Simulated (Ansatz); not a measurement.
Cells marked so need not be the phases stable at ambient conditions, and some may be hypothetical.

 Where the default PAW files enter, the runs use the earlier of Ansatz's two default sets.

The gap is the functional's own, uncorrected, and κ follows it; spin-orbit coupling is left out. Mid-gap values are interpolated between the computed energies.

A. LaTeCl (P4/nmm, not sure to be the ambient phase, 6 atoms a cell, 28.8 Å³ an atom), along the normal of (100)
B. Cs$_{2}$KYF$_{6}$ (Fm-3m, not sure to be the ambient phase, 10 atoms a cell, 22.3 Å³ an atom, -2 GPa at this level), along the normal of (001)
C. YSF (P4/nmm, not sure to be the ambient phase, 6 atoms a cell, 16.2 Å³ an atom), along the normal of (111)
D. K₂PdF₆ (P-3m1, not sure to be the ambient phase, 9 atoms a cell, 14.3 Å³ an atom), along the normal of (110)

Question: Order them by mid-gap decay constant of the slowest evanescent state (lowest first) at the level r2SCAN run with Ansatz (a program for electronic structure).

Answer: A (0.16 1/Å), C (0.21 1/Å), B (0.50 1/Å), D (0.54 1/Å)
